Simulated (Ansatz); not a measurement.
The starting structures come from a database of crystals and need not be the phases stable at ambient conditions.

Inside the gap of an insulator the Bloch states are evanescent, with a wavenumber k + iκ along the transport direction.

Consider the following.

```
CELL_PARAMETERS angstrom
      5.10128     0.00000     0.00000
      0.44676     8.76221     0.00000
     -2.38806    -0.13834     4.50567
ATOMIC_POSITIONS crystal
  Cs 0.00000 0.00000 0.00000
  Nb 0.00000 0.50000 0.00000
  P  0.64340 0.69525 0.35660
  P  0.35660 0.30475 0.64340
  O  0.68648 0.34822 0.78292
  O  0.31352 0.65178 0.21708
  O  0.78292 0.65178 0.68648
  O  0.21708 0.34822 0.31352
  O  0.21323 0.41815 0.78677
  O  0.78677 0.58185 0.21323
  O  0.32019 0.14329 0.67981
  O  0.67981 0.85671 0.32019
```

Space group of this cell: C2/m. The cell is taken as given.

Transport runs along the normal of the first two printed cell vectors.

The gap is the functional's own, uncorrected, and κ follows it; spin-orbit coupling is left out. Mid-gap values are interpolated between the computed energies.

**Question.** Predict the band gap and the smallest decay constant κ at mid-gap from r2SCAN run with Ansatz (a first-principles code).

**Answer.** Gap 3.04 eV on a 8×4×8 mesh; κ = 0.355 1/Å, at (0.500, 0.000) of the in-plane reciprocal vectors. At the zone centre, at the nearest computed energy, the slowest state has κ = 0.37 1/Å.
